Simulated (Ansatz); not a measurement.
α-phase CO was calculated with LDA (plane waves, PAW; Ansatz, a quantum-chemistry and plane-wave program).

Run with plane-wave cutoff 520 eV, 6×6×6 k mesh, scalar-relativistic PAW data made under PBE.

Cell (relaxed at this level):

CO has the cubic space group P2₁3 (No. 198), Pearson symbol cP8. Cell: a = 5.1746 Å, b = 5.1746 Å, c = 5.1746 Å, α = 90.00°, β = 90.00°, γ = 90.00°. C on 4a has 1 O at 1.126 Å. O on 4a is surrounded by 1 C at 1.126 Å. (Neighbours: up to the widest gap in distance over summed covalent radii, below 1.35, at either atom.)

Question: Predict the Young modulus and Poisson ratio.

Answer: 
Young modulus: -1.3 GPa
Poisson ratio: 0.533

Note: the volume lies 22 % below that of the published cell.

The computed numbers hold no vibrational or temperature effects.
